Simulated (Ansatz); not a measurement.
# Worked example: self-consistent single point of ZrPbSe₃ (P6_3/mmc, 10 atoms in the cell) in Ansatz

Computed with PBE (plane waves, PAW; Ansatz, a quantum-chemistry and plane-wave program).

Input:

Ansatz 0.2 input:
```yaml
# ZrPbSe3
crystal:
  lattice:
    - [7.699204, 0.000000, 0.000000]
    - [-3.849602, 6.667706, 0.000000]
    - [0.000000, 0.000000, 6.577828]
  atoms:
    - { symbol: Pb, position: [0.333333, 0.666667, 0.750000] }
    - { symbol: Pb, position: [0.666667, 0.333333, 0.250000] }
    - { symbol: Zr, position: [0.000000, 0.000000, 0.000000] }
    - { symbol: Zr, position: [0.000000, 0.000000, 0.500000] }
    - { symbol: Se, position: [0.146200, 0.292400, 0.250000] }
    - { symbol: Se, position: [0.707600, 0.853800, 0.250000] }
    - { symbol: Se, position: [0.146200, 0.853800, 0.250000] }
    - { symbol: Se, position: [0.853800, 0.707600, 0.750000] }
    - { symbol: Se, position: [0.292400, 0.146200, 0.750000] }
    - { symbol: Se, position: [0.853800, 0.146200, 0.750000] }
basis:
  ecutwfc: 30.9 Ry
kpoints:
  mp_grid: { grid: [3, 3, 3] }
hamiltonian:
  xc: pbe
  pseudopotentials: { kind: paw }
scf:
  occupations: { method: methfessel_paxton, width: 0.0073 Ry }
output:
  forces: true
  eigenvalues: true
  stress: true
```

The program printed (abridged):

```
WARN the atoms were moved onto the symmetric positions of the space group found under crystal.symmetry.tolerance 1.0e-5 (fractional …
Pseudopotentials: kind: paw
Pseudopotential: Pb, paw, valence charge 14
Pseudopotential: Zr, paw, valence charge 12
Pseudopotential: Se, paw, valence charge 16
Crystal: 10 atoms, lattice volume = 337.680 Å³
Basis set: ecut = 420.4159175005146 eV, 6567 PW (Γ), exchange–correlation on 108×108×90 points (8 copies of the dense FFT grid, shifted against one another)
Bands: 89, of which v1, the nominal top of the filled ones, is band 74 counted from 1 (73 counted from 0)
Symmetry: 24 space group operations
Space group: P63/mmc (ITA 194), of the structure as read, at distance tolerance 7.0e-5 Å
k-points: 6 of 27
Initial density: superposition of atomic densities (neutral atoms: chi_scale 0, normalization atom), corrected by the library's trained network
Initial wavefunctions: pseudopotential atomic-orbital guess
Eigensolver: davidson
Functional: x = pbe(κ = 0.804, μ = 0.2195149727645171), c = pbe(β = 0.06672455060314922)
SCF iter   1: F=—  HF=-64999.404357 eV  |F-HF|=—  |Δ(HF+E_count)|=         —  Δρ=3.46e-3  dr2=8.82e-2  ethr=1.77e-3  ⟨swp⟩=7.0  Hψ=1909  notcnv=0
all-band conjugate gradients solve this SCF's bands
preconditioner: auto → Resta (q_TF=auto, 2.378 Å⁻¹)
SCF iter   2: F=—  HF=-64999.389377 eV  |F-HF|=—  |Δ(HF+E_count)|=   1.50e-2  S|Δr|=    0.00e0  Δρ=1.29e-3  dr2=1.07e-2  ethr=5.96e-5  ⟨swp⟩=2.0  Hψ=663  notcnv=0
preconditioner: auto → LDOS
SCF iter   3: F=—  HF=-64999.389567 eV  |F-HF|=—  |Δ(HF+E_count)|=   1.91e-4  S|Δr|=    0.00e0  Δρ=5.41e-4  dr2=2.52e-3  ethr=7.24e-6  ⟨swp⟩=2.0  Hψ=935  notcnv=0
SCF iter   4: F=—  HF=-64999.388873 eV  |F-HF|=—  |Δ(HF+E_count)|=   6.94e-4  S|Δr|=    0.00e0  Δρ=1.22e-4  dr2=6.00e-5  ethr=1.70e-6  ⟨swp⟩=2.0  Hψ=936  notcnv=0
SCF iter   5: F=—  HF=-64999.388804 eV  |F-HF|=—  |Δ(HF+E_count)|=   6.90e-5  S|Δr|=    0.00e0  Δρ=3.58e-5  dr2=7.43e-6  ethr=4.05e-8  ⟨swp⟩=2.0  Hψ=670  notcnv=0
SCF iter   6: F=—  HF=-64999.388807 eV  |F-HF|=—  |Δ(HF+E_count)|=   2.90e-6  S|Δr|=    0.00e0  Δρ=1.40e-5  dr2=1.87e-6  ethr=5.02e-9  ⟨swp⟩=2.0  Hψ=661  notcnv=0
SCF iter   7: F=—  HF=-64999.388807 eV  |F-HF|=—  |Δ(HF+E_count)|=   4.39e-7  S|Δr|=    0.00e0  Δρ=4.88e-6  dr2=1.69e-7  ethr=1.26e-9  ⟨swp⟩=2.0  Hψ=626  notcnv=0
SCF iter   8: F=-64999.388807 eV  HF=-64999.388807 eV  |F-HF|=1.03e-8  |Δ(HF+E_count)|=   1.14e-7  S|Δr|=    0.00e0  Δρ=1.42e-6  dr2=7.66e-9  ethr=6.76e-11  ⟨swp⟩=9.5  Hψ=2059  notcnv=0
SCF 1 converged in 8 iterations: F = -64999.388807 eV  dr2 = 7.66e-9
SCF converged after 8 iterations
Stability not checked (fill_not_monotonic)
Free energy (F): -64999.388807 eV
Harris-Foulkes:  -64999.388807 eV  (|F-HF|=1.03e-8)
Internal energy: -64999.398583 eV  (E = F + TS)
E sigma→0 (E₀):  -64999.391251 eV
Entropy (-TS):   0.009776 eV (0.978 meV/atom)
Fermi energy:    6.663036 eV
Step filling:    the computed levels leave a gap of 0.2258 eV = 2.3 smearing widths
--- Per-component energies (eV) ---
  E_band       = -3021.723342
  E_kinetic    = 1957.536261
  E_local      = -23372.291297  (includes V_loc(G=0)·N_el)
  E_nonlocal   = -2722.160488
  E_hartree    = 10925.986595
  E_xc         = -1392.427080
  E_vxc        = -1237.697550  (∫ρ·V_xc dr)
  E_paw        = -38177.121588  (= ΣΔE_a)
  E_vpaw       = 500.916301  (= ΣTr[D̂ρ^β])
  E_aug_tail   = -0.003472  (compensation charges beyond the density's cutoff)
  E_ewald      = -12218.917514
  E_smearing   = 0.009776  (= −TS)
  E_closure    = -0.000000  (closes the sum)
  Σ components = -64999.388807   (vs F -64999.388807, Δ=0.00e0)
--- Forces (eV/Å), atoms counted from 1 ---
  atom   1  Pb     0.00000000    -0.00000000    -0.00000000
  atom   2  Pb     0.00000000     0.00000000     0.00000000
  atom   3  Zr    -0.00000000    -0.00000000    -0.00000000
  atom   4  Zr     0.00000000    -0.00000000     0.00000000
  atom   5  Se     0.00000000     3.06310325    -0.00000000
  atom   6  Se    -2.65272523    -1.53155162     0.00000000
  atom   7  Se     2.65272523    -1.53155162    -0.00000000
  atom   8  Se    -0.00000000    -3.06310325     0.00000000
  atom   9  Se     2.65272523     1.53155162    -0.00000000
  atom  10  Se    -2.65272523     1.53155162     0.00000000
  max |Σ_I F_I| component: 1.33e-15 eV/Å
--- Stress (GPa, compression-positive) ---
        2.958765      -0.000000      -0.000000
       -0.000000       2.958765       0.000000
       -0.000000       0.000000       5.717000
  P = ⅓ Tr σ = 3.8782 GPa (38.782 kbar)
  The stress holds the Pulay correction. Without it, at fixed plane waves, as pw.x and ABINIT print it: P = 3.8621 GPa
--- Band table (eV; the first three rows and the last of 6) ---
  k-point 0: bands = ["-42.6035", "-42.5678", "-40.4257", "-40.4248", "-40.4248", "-40.4246", "-40.4246", "-40.4214", "-40.4200", "-40.4200", "-40.4200", "-40.4200", "-40.4184", "-40.4183", "-40.4114", "-40.4111", "-40.4111", "-40.4103", "-40.4103", [...]
  k-point 1: bands = ["-42.5946", "-42.5767", "-40.4250", "-40.4247", "-40.4247", "-40.4247", "-40.4247", "-40.4230", "-40.4200", "-40.4200", "-40.4200", "-40.4200", "-40.4184", "-40.4183", "-40.4109", "-40.4109", "-40.4105", "-40.4105", "-40.4100", [...]
  k-point 2: bands = ["-42.6035", "-42.5678", "-40.4257", "-40.4248", "-40.4248", "-40.4246", "-40.4246", "-40.4214", "-40.4200", "-40.4200", "-40.4200", "-40.4200", "-40.4184", "-40.4183", "-40.4114", "-40.4111", "-40.4111", "-40.4103", "-40.4103", [...]
  k-point 5: bands = ["-42.5946", "-42.5767", "-40.4250", "-40.4247", "-40.4247", "-40.4247", "-40.4247", "-40.4230", "-40.4200", "-40.4200", "-40.4200", "-40.4200", "-40.4184", "-40.4184", "-40.4109", "-40.4109", "-40.4105", "-40.4105", "-40.4100", [...]
```

The run converged in 8 iterations.

The starting cell was generated: these elements placed on a structure prototype, without a prior relaxation; it need not be a known phase or ordering of this composition. Spin-orbit coupling is off. With a pressure of about 4 GPa the cell is away from its equilibrium volume at this level. Forces in this geometry exceed 1 eV/Å. Ansatz's pressure includes its estimate of the finite-basis (Pulay) stress.
